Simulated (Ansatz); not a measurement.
This concerns the formation energy of Ti_Al in Al (fcc, Fm-3m). Reaction: Ti (hcp) + 63 Al (fcc) → cell A.

Cell A: a supercell of 64 sites of Al (fcc, Fm-3m) with Ti on an Al site (12 Al at 2.84 Å); spin state with PBE: run without spin, k-point mesh 4×4×4.
```xyz
64
Lattice="11.4300 0.0000 0.0000 5.7150 9.8987 0.0000 5.7150 3.2996 9.3325" Properties=species:S:1:pos:R:3 pbc="T T T"
Al     0.0000     0.0000     0.0000
Al     1.4201     0.8199     2.3189
Al     2.8575     1.6498     4.6663
Al     4.2949     2.4797     7.0136
Al     1.4201     2.4596     0.0000
Al     2.8531     3.2992     2.3329
Al    15.7143     4.1255     4.6701
Al     5.7150     4.9393     7.0136
Al     2.8575     4.9493     0.0000
Al     4.2843     5.7781     2.3329
Al     5.7150     6.5991     4.6663
Al     7.1457     7.4201     6.9996
Al     4.2949     7.4390     0.0000
Al     5.7150     8.2589     2.3189
Al    18.5756     9.0727     4.6625
Al     8.5768     9.8990     6.9996
Al     2.8401     0.0000     0.0000
Al     4.2838     0.8213     2.3329
Al    11.4300    11.5462     4.6701
Al     7.1351     2.4797     7.0136
Al     4.2838     2.4733    -0.0033
Al     5.7150     3.2996     2.3331
Al     7.1457     4.1255     4.6701
Al     8.5540     4.9386     7.0145
Al     5.7150     4.9522    -0.0033
Al     7.1457     5.7781     2.3329
Al     8.5893     6.5991     4.6663
Al    10.0096     7.4191     6.9857
Al     7.1351     7.4390     0.0000
Al     8.5540     8.2596     2.3180
Al    10.0096     9.0592     4.6663
Al    11.4300     9.9201     7.0145
Al     5.7150     0.0000     0.0000
Al     7.1462     0.8213     2.3329
Al     8.5725     1.6498     4.6663
Al     9.9988     2.4783     6.9996
Al     7.1462     2.4733    -0.0033
Al     8.5768     3.2992     2.3329
Al    10.0096     4.1390     4.6663
Al    11.4300     4.9590     6.9857
Al     8.5725     4.9493     0.0000
Al    10.0096     5.7791     2.3469
Ti    11.4300     6.5991     4.6663
Al    12.8503     7.4191     6.9857
Al     9.9988     7.4254     0.0033
Al    11.4300     8.2392     2.3469
Al    12.8503     9.0592     4.6663
Al    14.2831     9.8990     6.9996
Al     8.5899     0.0000     0.0000
Al    15.7249    10.7185     2.3189
Al    17.1450    11.5506     4.6625
Al    12.8612     2.4783     6.9996
Al    10.0099     2.4596     0.0000
Al    11.4300     3.2782     2.3180
Al    12.8503     4.1390     4.6663
Al    14.3060     4.9386     7.0145
Al    11.4300     4.9465     0.0033
Al    12.8503     5.7791     2.3469
Al    14.2707     6.5991     4.6663
Al    15.7143     7.4201     6.9996
Al    12.8612     7.4254     0.0033
Al    14.3060     8.2596     2.3180
Al    15.7143     9.0727     4.6625
Al    17.1450     9.8987     6.9994
```

Reference: Ti (hcp, P6₃/mmc), 2 atoms in the cell; spin state with PBE: run without spin, k-point mesh 24×24×14 on the run's own vectors. Conventional cell: a = b = 2.940 Å, c = 4.654 Å, α = β = 90.00°, γ = 120.00°.

Reference: Al (fcc, Fm-3m), 64 atoms in the cell, the relaxed perfect crystal repeated, atoms not moved again, k-point mesh 4×4×4 on the run's own vectors.

All numbers come from Ansatz (a program for electronic structure), plane waves with PAW, its default PAW set, cutoff 420 eV. The structures are at rest with PBE, within the held lattices. Neutral cells; Fermi-Dirac smearing of at most 0.10 eV in the solids, energies taken to zero width. Larger cells are relaxed from a start prepared with the learned potential CHGNet, on a coarser mesh till forces fall under 0.03 eV/Å, which some starts already meet. A dispersion term (D3(BJ), or D4 for r2SCAN) was computed beside these levels and is taken off wherever the name lacks it. Nuclei at rest; no vibrational terms. Cells are local rest points, mostly with their start's symmetry. Values are for these cell sizes. Mesh and cell size may move defect energies by 0.1 eV or more. Cell A has symmetry Fm-3m within 0.02 Å and got no random move, so less symmetric positions, which may lie lower, weren't tried.

Problem. What is the computed value (PBE)?

Solution. -1.09 eV, for Ti (hcp) + 63 Al (fcc) → cell A.
